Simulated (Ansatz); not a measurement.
Input and output of a self-consistent single point for K₂LaAgF₆ (P1, 10 atoms in the cell) (Ansatz, a first-principles code).

Computed with PBEsol, default PAW files made with PBE (plane waves; Ansatz).

The change in words: lattice scaled by 1.015. Reference geometry:
```
CELL_PARAMETERS angstrom
      0.00000     4.43981     4.43981
      4.43981     0.00000     4.43981
      4.43981     4.43981     0.00000
ATOMIC_POSITIONS crystal
  K  0.25206 0.24744 0.25000
  K  0.74038 0.76003 0.74800
  Ag 0.50155 0.49975 0.50198
  La 0.00023 0.99664 0.00147
  F  0.73972 0.25247 0.25846
  F  0.25397 0.74571 0.74798
  F  0.25230 0.74772 0.24540
  F  0.75600 0.25223 0.74790
  F  0.25498 0.25185 0.74626
  F  0.74881 0.74615 0.25256
```

Reference input (self-consistent single point, DFT, PBEsol, plane waves, default PAW files made with PBE): basis.ecutwfc = 30.9 Ry; kpoints.mp_grid.grid = 4 4 4; hamiltonian.xc = pbesol; hamiltonian.pseudopotentials = {kind: paw} (the program's default PAW files); scf.occupations.method = cold; scf.occupations.width = 0.01 Ry. This run's input differs from it in these lines:

```diff
@@ -2,5 +2,5 @@
   lattice:
-    - [0.000000, 4.439814, 4.439814]
-    - [4.439814, 0.000000, 4.439814]
-    - [4.439814, 4.439814, 0.000000]
+    - [0.000000, 4.506411, 4.506411]
+    - [4.506411, 0.000000, 4.506411]
+    - [4.506411, 4.506411, 0.000000]
   atoms:
```

Log, with long lists cut:

```
SCF iter   1: F=—  HF=-21529.007722 eV  |F-HF|=—  |Δ(HF+E_count)|=         —  Δρ=1.14e-2  dr2=1.55e-1  ethr=1.77e-3  ⟨swp⟩=6.3  Hψ=7044  notcnv=0
all-band conjugate gradients solve this SCF's bands
preconditioner: auto → Resta (q_TF=auto, 2.424 Å⁻¹)
SCF iter   2: F=—  HF=-21528.969311 eV  |F-HF|=—  |Δ(HF+E_count)|=   3.84e-2  S|Δr|=    0.00e0  Δρ=2.89e-3  dr2=8.71e-3  ethr=1.72e-4  ⟨swp⟩=2.1  Hψ=4023  notcnv=0  defer=62
   [... lines left out ...]
SCF iter   6: F=—  HF=-21528.967770 eV  |F-HF|=—  |Δ(HF+E_count)|=   1.45e-4  S|Δr|=    0.00e0  Δρ=2.25e-5  dr2=6.27e-7  ethr=7.91e-9  ⟨swp⟩=2.0  Hψ=3435  notcnv=0  defer=58
SCF iter   7: F=—  HF=-21528.967771 eV  |F-HF|=—  |Δ(HF+E_count)|=   2.21e-7  S|Δr|=    0.00e0  Δρ=1.48e-5  dr2=2.57e-7  ethr=1.11e-10  ⟨swp⟩=10.6  Hψ=9977  notcnv=0
SCF iter   8: F=-21528.967771 eV  HF=-21528.967771 eV  |F-HF|=2.10e-9  |Δ(HF+E_count)|=   1.37e-8  S|Δr|=    0.00e0  Δρ=3.97e-6  dr2=2.36e-8  ethr=1.11e-10  ⟨swp⟩=2.7  Hψ=7283  notcnv=0
SCF 1 converged in 8 iterations: F = -21528.967771 eV  dr2 = 2.36e-8
Stability not checked (fill_not_monotonic)
Free energy (F): -21528.967771 eV
Internal energy: -21528.967771 eV  (E = F + TS)
E sigma→0 (E₀):  -21528.967771 eV
Fermi energy:    7.399064 eV
--- Forces (eV/Å), atoms counted from 1 ---
  atom   1  K      0.03386915     0.00976490     0.01532045
  atom   2  K     -0.01539600    -0.00098422    -0.02599203
  atom   3  Ag     0.03601268    -0.08965205    -0.03966078
  atom   4  La     0.27004365    -0.08786048     0.26301632
  atom   5  F     -1.13933482     0.02019509    -0.04626788
   [... lines left out ...]
  atom  10  F      0.00397544    -0.03260012     0.76192852
--- Stress (GPa, compression-positive) ---
        4.114289       0.078866      -0.040827
        0.078866       5.088617       0.138076
       -0.040827       0.138076       4.323751
  P = ⅓ Tr σ = 4.5089 GPa (45.089 kbar)
  The stress holds the Pulay correction. Without it, at fixed plane waves, as pw.x and ABINIT print it: P = 4.0971 GPa
```

The run converged in 8 iterations. Against the reference run the free energy drops by 31.2 meV/atom, the pressure goes from 8.10 to 4.51 GPa, the largest force goes from 1.047 to 1.140 eV/Å and the gap on the mesh goes from 1.486 to 1.575 eV.

The starting cell was generated: these elements placed on a structure prototype, without a prior relaxation; it need not be a known phase or ordering of this composition. Its atoms were displaced at random from the sites of space group no. 225. For this run, on top of that: lattice scaled by 1.015. Forces in this geometry exceed 1 eV/Å. Ansatz's pressure includes its estimate of the finite-basis (Pulay) stress.

Keys are those of Ansatz 0.2.
